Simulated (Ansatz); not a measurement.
**Ir: energy against strain**

Ir (fcc, Fm-3m, 13.847 Å³/atom at rest, cube axes along x, y and z) under a strain ε along a cube axis (axis z), the other axes held. LDA in Ansatz, a plane-wave DFT program (PAW, default set), 420 eV, 30×30×30 Γ-centred mesh, Fermi-Dirac smearing 0.10 eV; ions are relaxed within the symmetry of each cell.

Here s stands for strain and y for E less E0.

| strain (%) | E less E0 (meV/atom) |
|---|---|
| -3.00 | ? |
| -1.50 | 6.36 |
| -1.00 | 2.71 |
| -0.50 | 0.60 |
| 0.00 | 0.00 |
| 0.50 | 0.85 |
| 1.00 | 3.10 |
| 1.50 | 6.71 |

Fit y against s with a parabola, and predict the withheld value at s = -3.00.

Least squares gives y = 0.000 + 0.1486·s + 2.9048·s². Residuals (row less fit): 0.047, -0.046, -0.052, 0.000, 0.049, 0.047, -0.049; standard error 0.059 (degrees of freedom: 4). Twice the quadratic coefficient over the volume, 2 × 2.9048 meV × 10⁴ × 0.1602 / 13.847 Å³, is the elastic constant C11 = 672 ± 6 GPa. At the withheld row, y = 0.000 + 0.1486 × (-3.0) + 2.9048 × (-3.0)² = 25.697 meV/atom. The calculation gives 27.09 meV/atom, 1.393 meV/atom above the prediction (5.1 % of the range of y in the table). The row lies outside the fitted rows, so this is an extrapolation. From the scatter of the fitted rows alone, a prediction at this place has a standard error of 0.227 meV/atom, so the miss is 6.1 times that.

One order more, fitted to all 13 runs of the series, follows each within 0.01, so the miss is the next term of a smooth law. In a metal these values are sensitive to mesh and smearing; energies are taken to zero smearing, stresses follow the free energy. Rows are the converged runs of the series near zero and its far end; series whose fitted rows scatter by over a few per cent of the range, as at a crossing or softening among them, aren't shown in this form. Most that stay on the fit to the last digits aren't either.
